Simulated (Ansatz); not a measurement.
# CsSrF₃ (Pm-3m, No. 221, 5 atoms in the cell; start mp-8397)

Method: PBEsol (PAW; Ansatz, a first-principles code).

Numerical settings: plane-wave cutoff 500 eV, 8×8×8 k mesh, Fermi–Dirac smearing 0.05 eV, scalar-relativistic PAW data made under PBE.

Cell (relaxed at this level):

```
CELL_PARAMETERS angstrom
      4.73742     0.00000     0.00000
      0.00000     4.73742     0.00000
      0.00000     0.00000     4.73742
ATOMIC_POSITIONS crystal
  Cs 0.00000 0.00000 0.00000
  Sr 0.50000 0.50000 0.50000
  F  0.00000 0.50000 0.50000
  F  0.50000 0.00000 0.50000
  F  0.50000 0.50000 0.00000
```

```json
{
  "band_gap": "6.30 eV (on the SCF k mesh)"
}
```

Note: the relaxation could not lower the start's symmetry, so the cell can be a saddle point above a distorted one.

Spin–orbit coupling is not included.

Static lattice: no zero-point or thermal effects.

Computing time: roughly 29 core-seconds.

A start named mp-… is a Materials Project structure, which need not be a measured phase.
